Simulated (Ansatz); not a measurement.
## Evanescent states of PbSe (Fm-3m, rock salt, 2 atoms a cell, 28.9 Å³ an atom) along the normal of (110)

These are r2SCAN (plane waves, PAW; Ansatz, a quantum-chemistry and plane-wave program) values and carry that method's errors.

The gap is the functional's own. No spin-orbit coupling. Mid-gap values are those at the computed energy nearest the middle.

Energies count from the valence-band top; κ is the least over a 8×6 mesh across the current.

```
E (eV)  κ (1/Å)  where
------  -------  -----
0.03      0.026  off Γ
0.07      0.044  off Γ
0.12      0.055  off Γ
0.17      0.064  off Γ
0.23      0.071  off Γ
0.28      0.077  off Γ
0.33      0.079  off Γ
0.38      0.076  off Γ
0.42      0.071  off Γ
0.47      0.062  off Γ
0.53      0.048  off Γ
0.57      0.026  off Γ
```

Problem. How thick must the barrier be to attenuate the transmission by 10^4 when the electrodes' Fermi level lies at 0.47 eV, and what attenuation does that film give at 0.07 eV?

Solution. d = 4 ln 10 / (2 × 0.062) = 74.3 Å. At 0.07 eV it gives 4 × 0.044/0.062 = 2.8 decades.
